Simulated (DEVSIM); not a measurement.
Structure: W/SiON/p-Si capacitor, at 300 K.

```tsv
layer (left to right)	material	thickness (nm)	Na (cm⁻³)
1	SiON	3.90	-
2	Si	9000	4.1e15
```

Metal gate on the left, work function 4.6 eV. Fixed charge at the semiconductor interface -8.2e10 cm⁻² (in units of +e); no interface traps.

Constants are typed, rounded textbook-type inputs, not results; the design itself was drawn at random and stands for no fabricated device. Values at 300 K.

| parameter | SiON | Si |
|---|---|---|
| gap (eV) | 7 | 1.124 |
| affinity (eV) | 1.4 | 4.05 |
| permittivity | 5.5 | 11.7 |
| Nc (cm⁻³) | - | 2.86e19 |
| Nv (cm⁻³) | - | 3.1e19 |

Model (solved in DEVSIM): 1D Poisson equation in equilibrium, Boltzmann statistics, complete ionisation; no quantum confinement or tunnelling. Metal contacts follow the ideal Schottky-Mott rule: no Fermi-level pinning, no interface dipoles.

The SiON thickness was swept, all else fixed.

```csv
SiON thickness (μm),threshold voltage (band bending 2φF) (V),capacitance of the dielectric stack (μF/cm²)
0.0016,0.34,3.04
0.0021,0.34,2.32
0.0027,0.34,1.80
0.0033,0.35,1.48
0.0039,0.36,1.25
0.0047,0.36,1.04
```

From the first row to the last the threshold voltage (band bending 2φF) goes from 0.34 to 0.36. From the first row to the last the capacitance of the dielectric stack goes from 3.04 to 1.04.
